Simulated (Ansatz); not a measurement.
A self-consistent single point of LuF3 (P3m1, 4 atoms in the cell) with Ansatz (an electronic-structure program).

Computed with PBEsol, default PAW files made with PBE (plane waves; Ansatz).

The change in words: lattice scaled by 0.98; kpoints.mp_grid.grid: 8 8 6 → 13 13 10. Reference geometry:
```
CELL_PARAMETERS angstrom
      3.82734     0.00000     0.00000
     -1.91367     3.31457     0.00000
      0.00000     0.00000     4.21981
ATOMIC_POSITIONS crystal
  Lu 0.00000 0.00000 0.51185
  F  0.33333 0.66667 0.60999
  F  0.66667 0.33333 0.39001
  F  0.00000 0.00000 0.00000
```

Reference input (self-consistent single point, DFT, PBEsol, plane waves, default PAW files made with PBE): basis.ecutwfc = 420 eV; kpoints.mp_grid.grid = 8 8 6; hamiltonian.xc = pbesol; hamiltonian.pseudopotentials = {kind: paw} (the program's default PAW files); scf.occupations.method = fixed. This run's input differs from it in these lines:

Ansatz 0.2 input:
```diff
@@ -2,5 +2,5 @@
   lattice:
-    - [3.827338, 0.000000, 0.000000]
-    - [-1.913669, 3.314572, 0.000000]
-    - [0.000000, 0.000000, 4.219812]
+    - [3.750791, 0.000000, 0.000000]
+    - [-1.875396, 3.248281, 0.000000]
+    - [0.000000, 0.000000, 4.135416]
   atoms:
@@ -14,3 +14,3 @@
   mp_grid:
-    grid: [8, 8, 6]
+    grid: [13, 13, 10]
 hamiltonian:
```

Output (repeated stretches shortened):

```
SCF iter   1: F=—  HF=-17020.254116 eV  |F-HF|=—  |Δ(HF+E_count)|=         —  Δρ=1.56e-2  dr2=7.62e-2  ethr=1.77e-3  ⟨swp⟩=5.0  Hψ=21818  notcnv=0  defer=507
all-band conjugate gradients solve this SCF's bands
preconditioner: auto → Resta (q_TF=auto, 2.687 Å⁻¹)
SCF iter   2: F=—  HF=-17020.229745 eV  |F-HF|=—  |Δ(HF+E_count)|=   2.44e-2  Δρ=2.02e-3  dr2=1.01e-3  ethr=1.66e-4  ⟨swp⟩=2.4  Hψ=11167  notcnv=0  defer=539
   [... lines left out ...]
SCF iter   5: F=—  HF=-17020.229918 eV  |F-HF|=—  |Δ(HF+E_count)|=   9.51e-5  Δρ=1.04e-4  dr2=6.64e-6  ethr=4.53e-8  ⟨swp⟩=2.4  Hψ=10346  notcnv=0  defer=371
SCF iter   6: F=—  HF=-17020.229919 eV  |F-HF|=—  |Δ(HF+E_count)|=   1.50e-6  Δρ=5.86e-5  dr2=1.91e-6  ethr=1.44e-8  ⟨swp⟩=3.2  Hψ=11377  notcnv=0  defer=392
SCF iter   7: F=—  HF=-17020.229918 eV  |F-HF|=—  |Δ(HF+E_count)|=   9.29e-7  Δρ=1.80e-5  dr2=2.23e-7  ethr=4.15e-9  ⟨swp⟩=3.1  Hψ=11076  notcnv=0  defer=400
SCF iter   8: F=-17020.229919 eV  HF=-17020.229919 eV  |F-HF|=4.06e-8  |Δ(HF+E_count)|=   1.82e-7  Δρ=7.79e-6  dr2=4.52e-8  ethr=2.17e-10  ⟨swp⟩=12.7  Hψ=36191  notcnv=0
SCF 1 converged in 8 iterations: F = -17020.229919 eV  dr2 = 4.52e-8
Free energy (F): -17020.229919 eV
Internal energy: -17020.229919 eV  (E = F + TS)
E sigma→0 (E₀):  -17020.229919 eV
Fermi energy:    7.206878 eV
--- Forces (eV/Å), atoms counted from 1 ---
  atom   1  Lu    -0.00000000     0.00000000    -0.88510537
  atom   2  F      0.00000000    -0.00000000     0.42753513
  atom   3  F     -0.00000000     0.00000000    -0.27949486
  atom   4  F      0.00000000    -0.00000000     0.73708141
--- Stress (GPa, compression-positive) ---
       11.873090       0.000000       0.000000
        0.000000      11.873090      -0.000000
        0.000000      -0.000000      14.847323
  P = ⅓ Tr σ = 12.8645 GPa (128.645 kbar)
  The stress holds the Pulay correction. Without it, at fixed plane waves, as pw.x and ABINIT print it: P = 12.0448 GPa
```

The run converged in 8 iterations. Against the reference run the free energy rises by 39.1 meV/atom, the pressure goes from 3.53 to 12.86 GPa, the largest force goes from 0.692 to 0.885 eV/Å and the gap on the mesh goes from 6.642 to 6.587 eV.

The starting cell comes from a database of computed structures (which also holds hypothetical and non-ambient phases and stackings), without a prior relaxation at this level. Its lattice was rescaled by up to half a per cent. One atom was moved a little off its site on purpose. For this run, on top of that: lattice scaled by 0.98. Spin-orbit coupling is off. With a pressure of about 13 GPa the cell is away from its equilibrium volume at this level. Ansatz's pressure includes its estimate of the finite-basis (Pulay) stress. Without the estimate this run gives 12.04 GPa.

Cost on one core of a shared machine: roughly 30 s.
